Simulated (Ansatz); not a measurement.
Structure of amorphous Ta$_{18}$Si$_{7}$N$_{25}$ (periodic cell):

```xyz
50
Lattice="8.3558 0.4766 0.0155 0.4766 8.8863 0.0681 0.0155 0.0681 8.0568" Properties=species:S:1:pos:R:3 pbc="T T T"
Ta     6.9856     3.6779     5.3479
Ta     0.4372     4.5051     2.7463
Ta     2.9328     3.7286     7.4622
Ta     0.7480     7.3243     3.2030
Ta     5.9544     3.8145     2.3407
Ta     3.2417     4.8624     2.4596
Ta     5.3675     1.9862     7.6017
Ta     3.5598     5.8647     5.1387
Ta     4.1276     7.9251     1.9457
Ta     7.2690     7.2292     0.6478
Ta     4.2310     2.9049     4.5170
Ta     4.7382     8.0904     6.9535
Ta     1.0747     1.8987     4.1796
Ta     0.5835     6.0492     5.6943
Ta     3.4300     2.0411     1.7064
Ta     0.8475     0.1726     6.6593
Ta     8.2783     3.7259     8.0448
Ta     5.6937     5.1952     7.5542
Si     1.3067     0.5625     1.1899
Si     6.7406     1.1587     2.2995
Si     2.9829     1.3985     6.1799
Si     1.7690     6.1740     0.3063
Si     6.1844     7.1435     3.7376
Si     3.1825     8.5864     4.5533
Si     6.9436     9.1643     5.6544
N      2.4774     6.8446     1.7200
N      4.4647     3.8707     0.8063
N      6.8338     8.2633     2.4124
N      7.6324     5.1915     6.6272
N      8.4484     2.4621     6.1040
N      1.8109     5.6679     3.9969
N      5.0056     6.8183     0.4854
N      4.2248     0.5566     0.6271
N      2.3281     3.1482     3.1942
N      1.7294     2.0919     0.3362
N      5.2634     1.8978     2.9647
N      6.8571     2.2724     0.9229
N      0.1742     0.5477     2.6196
N      6.6757     8.8957     7.3575
N      0.5674     7.1374     7.5751
N      5.9071     1.9565     5.5615
N      4.8427     6.1726     3.2466
N      7.6671     6.2923     3.9909
N      7.6745     3.3684     3.4402
N      4.8072     4.3627     5.8857
N      1.4855     4.5484     0.8722
N      5.7502     8.1272     5.0369
N      8.5058     8.5648     5.2058
N      7.1727     5.1667     1.2013
N      2.5430     5.7557     6.8642
```

Method: PBE, scalar-relativistic without spin-orbit coupling (plane waves to 420 eV, PAW; Ansatz, an electronic-structure program). The usual formal charges leave 43 electrons over, so the level spacing at the Fermi energy parts defect or band states and needn't be the band gap.

The cell was made by melting and quenching with the CHGNet potential and then relaxed with DFT. N atoms were pushed apart under 1.9 Å during the dynamics, to hinder bonds among them. The hot cell started wider than the set density and was brought back towards it in steps. It is the lowest in DFT energy of 2 quenches. It is a model cell: composition and starting density were chosen by hand, and all elements were melted together. No dispersion term was used. Its density started from a set value of 12.14 and ended at 10.59 g/cm³. Cooling (nominally 300 K/ps over its main leg) ran many orders faster than in experiment, which tends to leave more defects and strain. Values belong to this one cell and scatter from quench to quench. Volume and shape were free in the relaxation. On a 2×2×2 Γ-centred mesh force components of up to 0.36 eV/Å stay, since the relaxation ran on one k-point at (1/4, 1/4, 1/4).

Cut-offs for bonds: Ta-Ta 3.12 Å, Ta-Si 2.78 Å, Ta-N 2.60 Å, Si-Si 2.60 Å, Si-N 2.04 Å, N-N 1.70 Å. Two cations that share two anions don't count as bonded, nor two that share one unless they lie closer than Ta-Ta 3.04 Å, Ta-Si 2.71 Å, Si-Si 2.38 Å.

### Question
Give the coordination numbers, mean bond lengths and angles.

### Answer

```yaml
Mean coordination of Ta by anions: 4.89 (1 with 3, 5 with 4, 7 with 5, 5 with 6); 21 close contacts or bonds to cations besides
Mean coordination of Si by anions: 2.57 (2 with 0, 1 with 2, 4 with 4); 9 close contacts or bonds to cations besides
Mean coordination of N: 4.24 (1 with 3, 18 with 4, 5 with 5, 1 with 6)
Mean Ta-N bond: 2.175 Å (spread 0.111 Å, 88 counted)
Mean Si-N bond: 1.760 Å (spread 0.048 Å, 18 counted)
Mean Ta-Ta close contact: 2.998 Å (spread 0.061 Å, 7 counted)
Mean Ta-Si close contact: 2.634 Å (spread 0.072 Å, 7 counted)
Bond angle at Ta: mean 101.7°, spread 30.0°
Bond angle at Si: mean 106.3°, spread 21.8°
Bond angle at N: mean 107.6°, spread 24.4°
```

### Question
List the pairs of like atoms that count as bonded by the rules above.

### Answer
Ta3-Ta7 (3.00 Å), Ta5-Ta6 (2.91 Å), Ta5-Ta11 (2.92 Å), Ta6-Ta11 (3.01 Å), Ta8-Ta12 (3.10 Å), Ta9-Ta15 (3.02 Å), Ta13-Ta16 (3.03 Å), Si21-Si24 (2.42 Å).
